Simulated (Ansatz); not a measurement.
We consider AlB2-type TiB2, described by BLYP (Ansatz, a first-principles code, plane waves, PAW).

Run with plane-wave cutoff 520 eV, 24×24×16 k mesh (along the axes of the cell as run), Fermi–Dirac smearing 0.05 eV, no spin polarisation, scalar-relativistic PAW data made under PBE.

Starting structure:

```xyz
3
Lattice="3.0300 0.0000 0.0000 -1.5150 2.6241 0.0000 0.0000 0.0000 3.2300" Properties=species:S:1:pos:R:3 pbc="T T T"
Ti     0.0000     0.0000     0.0000
B      1.5150     0.8747     1.6150
B      0.0000     1.7494     1.6150
```

Task: Into what structure does the relaxation of cell and atoms lead at this level, with the symmetry of the start kept?

Result: The volume grows by 2.7 %; final space group P6/mmm.
```xyz
3
Lattice="3.0427 0.0000 0.0000 -1.5214 2.6351 0.0000 0.0000 0.0000 3.2907" Properties=species:S:1:pos:R:3 pbc="T T T"
Ti     0.0000     0.0000     0.0000
B      1.5214     0.8784     1.6454
B      0.0000     1.7567     1.6454
```
